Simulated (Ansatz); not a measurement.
The starting structures come from a database of crystals and need not be the phases stable at ambient conditions.

 Where the default PAW files enter, the runs use the earlier of Ansatz's two default sets.

# Evanescent states of Sr$_{2}$HN (R-3m, not sure to be the ambient phase, 4 atoms a cell, 19.2 Å³ an atom) along the normal of (101)

Computed with PBEsol (plane waves, PAW; Ansatz, a quantum-chemistry and plane-wave program).

The gap is the functional's own. No spin-orbit coupling. Mid-gap values are interpolated on the energy grid.

Energies count from the valence-band top; κ is the least over a 8×6 mesh across the current.

| E (eV) | κ (1/Å) | where |
|---|---|---|
| 0.05 | 0.139 | off Γ |
| 0.15 | 0.199 | off Γ |
| 0.25 | 0.217 | off Γ |
| 0.35 | 0.228 | off Γ |
| 0.45 | 0.237 | off Γ |
| 0.55 | 0.243 | off Γ |
| 0.65 | 0.247 | off Γ |
| 0.75 | 0.249 | off Γ |
| 0.85 | 0.246 | Γ |
| 0.95 | 0.241 | Γ |
| 1.05 | 0.232 | Γ |
| 1.15 | 0.221 | Γ |
| 1.25 | 0.207 | Γ |
| 1.35 | 0.189 | Γ |
| 1.45 | 0.166 | Γ |
| 1.55 | 0.134 | Γ |
| 1.65 | 0.086 | Γ |

How thick must the barrier be to attenuate the transmission by 10^4 when the electrodes' Fermi level lies at 0.95 eV, and what attenuation does that film give at 0.15 eV?

d = 4 ln 10 / (2 × 0.241) = 19.1 Å. At 0.15 eV it gives 4 × 0.199/0.241 = 3.3 decades.
